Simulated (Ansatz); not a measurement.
The reference is Mo in the bcc (W type) structure (space group Im-3m, No. 229).

```xyz
1
Lattice="-1.5804 1.5804 1.5804 1.5804 -1.5804 1.5804 1.5804 1.5804 -1.5804" Properties=species:S:1:pos:R:3 pbc="T T T"
Mo     0.0000     0.0000     0.0000
```

All numbers come from plane-wave PAW DFT at the PBE level (Ansatz, a quantum-chemistry and plane-wave program, 420 eV), without spin-orbit coupling, earlier PAW set.

For the base:

| Quantity | Result |
|---|---|
| Lattice parameter a | 3.161 Å |
| Band gap | zero |

Now apply this change: cell and atoms relaxed at a pressure of 100 GPa.

Question: Predict the new lattice parameter a.

Answer: The lattice parameter a drops by 0.240 Å to 2.921 Å.

Question: What happens to the band gap?

Answer: The band gap is still zero.

Load acts through the strain it causes; cell and atoms are relaxed under it. Whether these cells are dynamically stable was not tested. Competing high-pressure phases were not computed. All final runs are without spin polarisation.
